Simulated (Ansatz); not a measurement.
# HfB₂ (space group P6/mmm, No. 191)

```
CELL_PARAMETERS angstrom
      3.12792     0.00000     0.00000
     -1.56396     2.70886     0.00000
      0.00000     0.00000     3.44537
ATOMIC_POSITIONS crystal
  Hf 0.00000 0.00000 0.00000
  B  0.66667 0.33333 0.50000
  B  0.33333 0.66667 0.50000
```

Method: PBEsol (Ansatz, a program for electronic structure, PAW, scalar-relativistic without spin-orbit coupling). Settings: 17×17×14 k-points, 0.05 eV Fermi–Dirac smearing.

```yaml
volume_per_atom: 9.73 Å³
density: 11.38 g/cm³
band_gap: zero
total_energy: -5302.202 eV/atom (σ→0; compares only within this code and set-up)
```

No phonon test of stability was made. The final runs are not spin-polarised.
